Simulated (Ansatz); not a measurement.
# Pressure series in YN

The reference is YN in the rock salt structure (space group Fm-3m, No. 225; a = 4.856 Å).

Cell and atoms are relaxed at each pressure.

The values are results of PBEsol/PAW in Ansatz (a quantum-chemistry and plane-wave program), without spin-orbit coupling, not measurements.

Notes on the quantities. enthalpy: H = E + PV relative to the base's energy.

```json
[
 {"case": "base", "density": "5.97 g/cm³", "enthalpy": "–", "band gap": "0.08 eV"},
 {"case": "pressure −2 GPa", "density": "5.90 g/cm³", "enthalpy": "-0.18 eV/atom", "band gap": "0.10 eV"},
 {"case": "pressure −1 GPa", "density": "5.93 g/cm³", "enthalpy": "-0.09 eV/atom", "band gap": "0.09 eV"},
 {"case": "pressure 3 GPa", "density": "6.07 g/cm³", "enthalpy": "+0.27 eV/atom", "band gap": "zero"},
 {"case": "pressure 5 GPa", "density": "6.14 g/cm³", "enthalpy": "+0.44 eV/atom", "band gap": "zero"},
 {"case": "pressure 7.5 GPa", "density": "6.21 g/cm³", "enthalpy": "+0.66 eV/atom", "band gap": "zero"},
 {"case": "pressure 10 GPa", "density": "6.29 g/cm³", "enthalpy": "+0.87 eV/atom", "band gap": "zero"}
]
```

A case with no gap was solved on a k-mesh chosen for an insulator, which is coarse for it. Load acts through the strain it causes; cell and atoms are relaxed under it. No phonon test of stability was made. No other phases were tried under pressure. The base started in Pnma and relaxed to Fm-3m at this level. The final runs are not spin-polarised. Gaps under 0.05 eV, about the width of the smearing, are given as zero. The zero or small gap of YN can change with the level of theory.
